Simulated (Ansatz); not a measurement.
Subject: the energy of the reaction as written. Reaction: cell B → cell A. Negative: the products are lower in energy.

Cell A: a sheet of composition Be, 1 atom, square cell of 2.00 Å (4.0 Å²), symmetry P4/mmm, 0.0 Å thick under 16 Å of vacuum, in-plane vectors relaxed; planes from bottom to top: Be; a model cell; spin state with PBE: run without spin, k-point mesh 28×28×1.
```xyz
1
Lattice="1.9983 0.0000 0.0000 0.0000 1.9983 0.0000 0.0000 0.0000 16.0000" Properties=species:S:1:pos:R:3 pbc="T T T"
Be     0.0000     0.0000     8.0000
```

Cell B: a sheet of composition Be, 1 atom, hexagonal cell of 2.13 Å (3.9 Å²), symmetry P6/mmm, 0.0 Å thick under 16 Å of vacuum, in-plane vectors relaxed; planes from bottom to top: Be; a model cell; spin state with PBE: run without spin, k-point mesh 36×36×1.
```
CELL_PARAMETERS angstrom
      2.13022     0.00000     0.00000
     -1.06511     1.84482     0.00000
      0.00000     0.00000    16.00000
ATOMIC_POSITIONS crystal
  Be 0.00000 0.00000 0.50000
```

Plane-wave PAW calculations with Ansatz (a first-principles code), its PAW set soft_1, cutoff 420 eV, 500 eV for r2SCAN. The structures are at rest with PBE; other levels are single points on them. Neutral cells; Fermi-Dirac smearing of at most 0.10 eV in the solids, energies taken to zero width. The lattices are those relaxed with PBE, so at other levels the solids can be strained, which adds to the spread. A dispersion term (D3(BJ), or D4 for r2SCAN) was computed beside these levels and is taken off wherever the name lacks it. Static lattices, no vibrational contributions. Cell A has symmetry P4/mmm and got no random move, so less symmetric positions, which may lie lower, weren't tried. Cell B has symmetry P6/mmm and got no random move, so less symmetric positions, which may lie lower, weren't tried.

What is the computed value (r2SCAN)?

0.36 eV, for cell B → cell A.

List the value at the remaining levels and say how far they part.


```json
[
 {"Functional": "PBE", "value (eV)": "0.35", "less r2SCAN": "-0.01"}
]
```

The levels span only 0.01 eV, too little to tell them apart.
